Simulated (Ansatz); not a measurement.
Consider the following.

```
AlP
1.0
    0.00000     2.73522     2.73522
    2.73522     0.00000     2.73522
    2.73522     2.73522     0.00000
Al P
1 1
Direct
  0.00000   0.00000   0.00000
  0.25000   0.25000   0.25000
```

Method: PBE with spin-orbit coupling, rigid bands (plane waves, PAW; Ansatz, a first-principles code). Geometry: cell and atoms relaxed with PBEsol.

Problem. What conductivity effective mass do dilute electrons have at 300 K?

Solution. 0.34 mₑ.

Problem. Predict the hole conductivity mass (n e² τ/σ) at 300 K, by direction if it differs.

Solution. 0.70 mₑ.

Problem. And the band gap?

Solution. 1.57 eV at this level; semilocal functionals usually fall short of the measured gap.

Rigid bands, one relaxation time for all states, no polarons. Geometry: cell and atoms relaxed with PBEsol.
